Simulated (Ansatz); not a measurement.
The reference is Rh in the fcc (Cu type) structure (space group Fm-3m, No. 225; a = 3.7816 Å; relaxed with 0.1 eV smearing).

Level of theory: Kohn–Sham DFT with the PBEsol functional, run in Ansatz (an electronic-structure program) with PAW and 420 eV plane waves, scalar-relativistic without spin-orbit coupling.

Strains are applied to the cell and any free atomic positions relax.

One change was made to it. Results:

| quantity | base | after |
|---|---|---|
| energy relative to the base (free energy F) | 0 meV/atom | +2.7 meV/atom |
| pressure | 0.0 GPa | -4.2 GPa |

### Question
Which change produced these results?
A. isotropic strain −2.00 %
B. isotropic strain +0.50 %
C. isotropic strain −1.00 %
D. isotropic strain −2.50 %
E. isotropic strain +2.50 %

### Answer
B, isotropic strain +0.50 %. For comparison, the energy relative to the base in the other runs: isotropic strain −2.50 % gives +77 meV/atom; isotropic strain +2.50 % gives +63 meV/atom; isotropic strain −1.00 % gives +12 meV/atom; isotropic strain −2.00 % gives +48 meV/atom.

No phonon test of stability was made. The final runs are not spin-polarised. Rh lies near a magnetic instability that expansion can trigger; it was not tested.
